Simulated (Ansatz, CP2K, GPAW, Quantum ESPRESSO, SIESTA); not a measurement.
**Code comparison for SnTe (Fm-3m, 2 atoms in the cell)**

Relaxation of cell and atoms.

```
CELL_PARAMETERS angstrom
      0.00000     3.12401     3.12401
      3.12401     0.00000     3.12401
      3.12401     3.12401     0.00000
ATOMIC_POSITIONS crystal
  Sn 0.00000 0.00000 0.00000
  Te 0.50000 0.50000 0.50000
```

Shared settings, as Ansatz (a quantum-chemistry and plane-wave program) writes them: kpoints.mp_grid.grid = 6 6 6; scf.occupations.method = gaussian; scf.occupations.width = 0.01 Ry. Potentials and cutoffs stand in the table.

| code | model | final volume (Å³/atom) | cutoff |
|---|---|---|---|
| Ansatz | PBE, PAW files | 32.92 | 30.9 Ry |
| CP2K | PBE, GPW, DZVP-MOLOPT-SR-GTH basis, GTH-PBE potentials (GTH_POTENTIALS) | 33.46 | grid 400 Ry |
| Quantum ESPRESSO | PBE, SSSP 1.1.2 efficiency (PBE) pseudopotentials | 32.81 | 40 Ry |
| GPAW | PBE, GPAW PAW datasets PBE (gpaw-data 1.0.1) | 32.72 | 600 eV |
| SIESTA | GGA PBE, numerical atomic orbitals DZP, PseudoDojo PBE standard norm-conserving potentials (rewritten from UPF to PSML) | 33.68 | grid 400 Ry |

On Ansatz's run: spin-orbit coupling is off.

The spread over the programs that give each value: final volume within 0.96 Å³/atom.

CP2K and SIESTA use small atom-centred bases, whose incompleteness enters pressures, forces and empty levels differently from a plane-wave cutoff. The programs treat the finite-basis stress differently while the cell relaxes: Ansatz adds an estimate of it.

The starting cell comes from a database of computed structures (which also holds hypothetical and non-ambient phases and stackings), without a prior relaxation at this level. Its lattice was rescaled by a random factor within 2.5 % of one.

Keys are those of Ansatz 0.2.
